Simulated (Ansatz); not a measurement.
Levels about the gap of amorphous Si$_{12}$Sb$_{12}$Se$_{36}$ (60 atoms in a cell of 1640 Å³, 4.70 g/cm³; zone centre alone, so wide bands show as single levels with stretches between that a denser mesh fills), at the geometry that PBE-D3(BJ) relaxed, where it gives 0.4 GPa on a denser mesh. The participation number counts the atoms over which a state spreads; weights are charges in smoothed Voronoi cells. The levels come from a single point, so bond lengths are those of that geometry. Method of the levels: PBE-D3(BJ), scalar-relativistic without spin-orbit coupling, PAW (Ansatz default set, large-core Se) (Ansatz, a program for electronic structure). Sampling: the zone centre alone; Fermi-Dirac width 0.05 eV; no spin polarisation.

The cell was made by melting and quenching with the CHGNet potential and then relaxed with DFT. The hot cell started wider than the set density and was brought back towards it in steps. It is the lowest in DFT energy of 3 quenches. It is a model cell: composition and starting density were chosen by hand, and all elements were melted together. The geometry includes D3(BJ) dispersion. Its density started from a set value of 4.37 and ended at 4.70 g/cm³. The simulated quench (nominally 79 K/ps over its main leg) is rapid and tends to freeze in more defects than a deposited or slowly cooled glass has. A cell of this size samples the disorder only roughly. Volume and shape were free in the relaxation. Stress components on the final sampling reach 0.7 GPa. Cycles of charging lowered its energy after that relaxation.

| E - E(highest filled), eV | filling | participation number | largest on | weight Se | weight Sb | weight Si |
|---|---|---|---|---|---|---|
| -0.76 | filled | 17.1 | Se, 1 neighbours | 0.73 | 0.20 | 0.06 |
| -0.68 | filled | 16.0 | Se, 2 neighbours | 0.78 | 0.17 | 0.04 |
| -0.65 | filled | 13.8 | Se, 2 neighbours | 0.87 | 0.08 | 0.05 |
| -0.60 | filled | 15.9 | Se, 1 neighbours | 0.74 | 0.20 | 0.06 |
| -0.44 | filled | 20.4 | Sb, 3 neighbours | 0.54 | 0.37 | 0.09 |
| -0.29 | filled | 22.3 | Sb, 3 neighbours | 0.49 | 0.44 | 0.07 |
| 0.00 | filled | 21.0 | Sb, 3 neighbours | 0.52 | 0.36 | 0.12 |
| 0.82 | empty | 18.9 | Sb, 3 neighbours | 0.43 | 0.42 | 0.15 |
| 0.90 | empty | 28.9 | Sb, 3 neighbours | 0.46 | 0.42 | 0.12 |
| 1.02 | empty | 29.4 | Sb, 4 neighbours | 0.41 | 0.48 | 0.11 |
| 1.15 | empty | 33.6 | Sb, 3 neighbours | 0.46 | 0.40 | 0.15 |
| 1.22 | empty | 29.9 | Sb, 3 neighbours | 0.49 | 0.36 | 0.15 |
| 1.32 | empty | 25.4 | Sb, 3 neighbours | 0.47 | 0.41 | 0.12 |
| 1.34 | empty | 31.2 | Sb, 3 neighbours | 0.48 | 0.40 | 0.12 |

Most localised among these is the filled level at -0.65 eV, on a Se atom, which has 2 neighbours (Sb 2.64 Å, Sb 2.64 Å).
